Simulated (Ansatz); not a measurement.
We consider ScAlN₂ (model structure, started from the LiGaO2 type, Pna2₁, No. 33, 16 atoms in the cell), described by PBE (PAW; Ansatz, an electronic-structure program).

Input file:

Ansatz 0.2 input:
```yaml
crystal:
  lattice:
    - [5.8047221245, 0.0, 0.0]
    - [0.0, 6.8509371509, 0.0]
    - [0.0, 0.0, 4.7856373926]
  atoms:
    - { symbol: Sc, position: [0.5921166453, 0.8752891836, 0.9705248284] }
    - { symbol: Sc, position: [0.4078833547, 0.1247108164, 0.4705248284] }
    - { symbol: Sc, position: [0.9078833547, 0.3752891836, 0.4705248284] }
    - { symbol: Sc, position: [0.0921166453, 0.6247108164, 0.9705248284] }
    - { symbol: Al, position: [0.5757183474, 0.3732316393, -0.0079795863] }
    - { symbol: Al, position: [0.4242816526, 0.6267683607, 0.4920204137] }
    - { symbol: Al, position: [0.9242816526, 0.8732316393, 0.4920204137] }
    - { symbol: Al, position: [0.0757183474, 0.1267683607, -0.0079795863] }
    - { symbol: N, position: [0.0615183339, 0.1103068549, 0.3891646569] }
    - { symbol: N, position: [0.9384816661, 0.8896931451, 0.8891646569] }
    - { symbol: N, position: [0.4384816661, 0.6103068549, 0.8891646569] }
    - { symbol: N, position: [0.5615183339, 0.3896931451, 0.3891646569] }
    - { symbol: N, position: [0.4024634496, 0.1392515545, 0.9214901011] }
    - { symbol: N, position: [0.5975365504, 0.8607484455, 0.4214901011] }
    - { symbol: N, position: [0.0975365504, 0.6392515545, 0.4214901011] }
    - { symbol: N, position: [0.9024634496, 0.3607484455, 0.9214901011] }
basis:
  ecutwfc: 520
  ecutrho_ratio: 4
  xc_grid: 2
kpoints:
  mp_grid: { grid: [6, 6, 8] }
  band_path:
    path:
      - [0.0, 0.0, 0.0]
      - [0.1, 0.0, 0.0]
      - [0.2, 0.0, 0.0]
      - [0.3, 0.0, 0.0]
      - [0.4, 0.0, 0.0]
      - [0.5, 0.0, 0.0]
      - [0.5, 0.125, 0.0]
      - [0.5, 0.25, 0.0]
      - [0.5, 0.375, 0.0]
      - [0.5, 0.5, 0.0]
      - [0.4, 0.5, 0.0]
      - [0.3, 0.5, 0.0]
      - [0.2, 0.5, 0.0]
      - [0.1, 0.5, 0.0]
      - [0.0, 0.5, 0.0]
      - [0.0, 0.375, 0.0]
      - [0.0, 0.25, 0.0]
      - [0.0, 0.125, 0.0]
      - [0.0, 0.0, 0.083333]
      - [0.0, 0.0, 0.166667]
      - [0.0, 0.0, 0.25]
      - [0.0, 0.0, 0.333333]
      - [0.0, 0.0, 0.416667]
      - [0.0, 0.0, 0.5]
      - [0.1, 0.0, 0.5]
      - [0.2, 0.0, 0.5]
      - [0.3, 0.0, 0.5]
      - [0.4, 0.0, 0.5]
      - [0.5, 0.0, 0.5]
      - [0.5, 0.125, 0.5]
      - [0.5, 0.25, 0.5]
      - [0.5, 0.375, 0.5]
      - [0.5, 0.5, 0.5]
      - [0.4, 0.5, 0.5]
      - [0.3, 0.5, 0.5]
      - [0.2, 0.5, 0.5]
      - [0.1, 0.5, 0.5]
      - [0.0, 0.5, 0.5]
      - [0.0, 0.375, 0.5]
      - [0.0, 0.25, 0.5]
      - [0.0, 0.125, 0.5]
      - [0.5, 0.0, 0.083333]
      - [0.5, 0.0, 0.166667]
      - [0.5, 0.0, 0.25]
      - [0.5, 0.0, 0.333333]
      - [0.5, 0.0, 0.416667]
      - [0.0, 0.5, 0.083333]
      - [0.0, 0.5, 0.166667]
      - [0.0, 0.5, 0.25]
      - [0.0, 0.5, 0.333333]
      - [0.0, 0.5, 0.416667]
      - [0.5, 0.5, 0.083333]
      - [0.5, 0.5, 0.166667]
      - [0.5, 0.5, 0.25]
      - [0.5, 0.5, 0.333333]
      - [0.5, 0.5, 0.416667]
    npoints: 1
hamiltonian:
  xc: pbe
  dispersion: none
  pseudopotentials: { kind: paw }
scf:
  occupations: { method: fermi_dirac, width: 0.01 }
  convergence: { dr2_threshold: 0.0000000016 }
output:
  forces: true
  stress: true
  eigenvalues: true
  write_bands: true
```

The run printed, among other lines:

```
Crystal: 16 atoms, lattice volume = 190.314 Å³
Basis set: ecut = 520 eV, 5113 PW (Γ), exchange–correlation on 90×108×72 points (8 copies of the dense FFT grid, shifted against one another)
Bands: 64, of which v1, the nominal top of the filled ones, is band 48 counted from 1 (47 counted from 0)
Symmetry: 4 space group operations
Space group: Pna21 (ITA 33), of the structure as read, at distance tolerance 5.8e-5 Å
k-points: 80 of 288 (time reversal used)
Functional: x = pbe(κ = 0.804, μ = 0.2195149727645171), c = pbe(β = 0.06672455060314922)
SCF iter   1: F=—  HF=-13788.898034 eV  |F-HF|=—  |Δ(HF+E_count)|=         —  Δρ=3.29e-3  dr2=2.09e-2
SCF iter   2: F=—  HF=-13788.893903 eV  |F-HF|=—  |Δ(HF+E_count)|=   4.13e-3  Δρ=1.46e-3  dr2=2.58e-3
  ...
SCF iter   8: F=—  HF=-13788.893786 eV  |F-HF|=—  |Δ(HF+E_count)|=   5.33e-8  Δρ=1.47e-6  dr2=4.04e-9
SCF iter   9: F=-13788.893786 eV  HF=-13788.893786 eV  |F-HF|=1.16e-10  |Δ(HF+E_count)|=   5.15e-9  Δρ=2.99e-7  dr2=1.67e-10
SCF 1 converged in 9 iterations: F = -13788.893786 eV  dr2 = 1.67e-10
SCF converged after 9 iterations
Free energy (F): -13788.893786 eV
Internal energy: -13788.893786 eV  (E = F + TS)
E sigma→0 (E₀):  -13788.893786 eV
Fermi energy:    10.027935 eV
--- Forces (eV/Å), atoms counted from 1 ---
  atom   1  Sc    -0.00619274     0.01102110     0.00020660
  atom   2  Sc     0.00619274    -0.01102110     0.00020660
  atom   3  Sc     0.00619274     0.01102110     0.00020660
  atom   4  Sc    -0.00619274    -0.01102110     0.00020660
  atom   5  Al    -0.00600668     0.00659577     0.00483289
  atom   6  Al     0.00600668    -0.00659577     0.00483289
  atom   7  Al     0.00600668     0.00659577     0.00483289
  atom   8  Al    -0.00600668    -0.00659577     0.00483289
  atom   9  N     -0.04743960    -0.08096041    -0.03099491
  atom  10  N      0.04743960     0.08096041    -0.03099491
  atom  11  N      0.04743960    -0.08096041    -0.03099491
  atom  12  N     -0.04743960     0.08096041    -0.03099491
  atom  13  N     -0.04257592     0.07130174     0.02594736
  atom  14  N      0.04257592    -0.07130174     0.02594736
  atom  15  N      0.04257592     0.07130174     0.02594736
  atom  16  N     -0.04257592    -0.07130174     0.02594736
--- Stress (GPa, compression-positive) ---
        4.026167      -0.000000      -0.000000
       -0.000000       4.032081      -0.000000
       -0.000000      -0.000000       4.530843
  P = ⅓ Tr σ = 4.1964 GPa (41.964 kbar)
```

Note: the relaxation could raise the start's symmetry but not lower it, so the cell can be a saddle point. Note: cell and atoms aren't relaxed at this level (largest force component 0.08 eV/Å, pressure 4.2 GPa).

A model structure was made by putting elements into a prototype or built by hand; it is no filed structure, need not be a known phase, and can be a saddle point held by its symmetry.
